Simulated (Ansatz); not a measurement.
Take AlRu in the CsCl type structure (space group Pm-3m, No. 221; a = 2.9545 Å; relaxed with 0.1 eV smearing) as the base.

Level of theory: LDA, PAW, 420 eV (Ansatz, a program for electronic structure; no spin-orbit coupling).

Strains are applied to the cell and any free atomic positions relax.

One change was made to it. Results:

```tsv
quantity	base	after
pressure	0.0 GPa	-12.0 GPa
energy relative to the base (free energy F)	0 meV/atom	+31 meV/atom
```

**Question.** Which change produced these results?
A) isotropic strain −2.50 %
B) isotropic strain +2.00 %
C) isotropic strain +2.50 %

**Answer.** B, isotropic strain +2.00 %. For comparison, the energy relative to the base in the other runs: isotropic strain −2.50 % gives +57 meV/atom; isotropic strain +2.50 % gives +48 meV/atom.

No phonon test of stability was made. All final runs are without spin polarisation.
